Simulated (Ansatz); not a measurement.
The starting structures come from a database of crystals and need not be the phases stable at ambient conditions.

 Where the default PAW files enter, the runs use the earlier of Ansatz's two default sets.

**Evanescent states of Cs2ZrF6 (P-3m1, not sure to be the ambient phase, 9 atoms a cell, 19.5 Å³ an atom) along the normal of (100)**

Method: r2SCAN (plane waves, PAW; Ansatz, a quantum-chemistry and plane-wave program).

The gap is the functional's own, uncorrected, and κ follows it; spin-orbit coupling is left out. Mid-gap values are interpolated between the computed energies.

Energies count from the valence-band top; κ is the least over a 6×6 mesh across the current.

| E (eV) | κ (1/Å) | where |
|---|---|---|
| 0.17 | 0.308 | Γ |
| 0.51 | 0.375 | Γ |
| 0.85 | 0.420 | Γ |
| 1.19 | 0.453 | Γ |
| 1.53 | 0.478 | Γ |
| 1.87 | 0.497 | Γ |
| 2.21 | 0.512 | Γ |
| 2.55 | 0.522 | Γ |
| 2.89 | 0.530 | Γ |
| 3.23 | 0.534 | Γ |
| 3.57 | 0.536 | Γ |
| 3.91 | 0.535 | Γ |
| 4.25 | 0.531 | Γ |
| 4.59 | 0.525 | Γ |
| 4.93 | 0.516 | Γ |
| 5.27 | 0.504 | Γ |
| 5.61 | 0.490 | Γ |
| 5.95 | 0.473 | Γ |
| 6.29 | 0.452 | Γ |
| 6.63 | 0.426 | Γ |
| 6.97 | 0.395 | Γ |
| 7.31 | 0.355 | Γ |
| 7.65 | 0.152 | Γ |

Task: How thick must the barrier be to attenuate the transmission by 10^8 when the electrodes' Fermi level lies at 6.97 eV, and what attenuation does that film give at 1.53 eV?

Result: d = 8 ln 10 / (2 × 0.395) = 23.3 Å. At 1.53 eV it gives 8 × 0.478/0.395 = 9.7 decades.
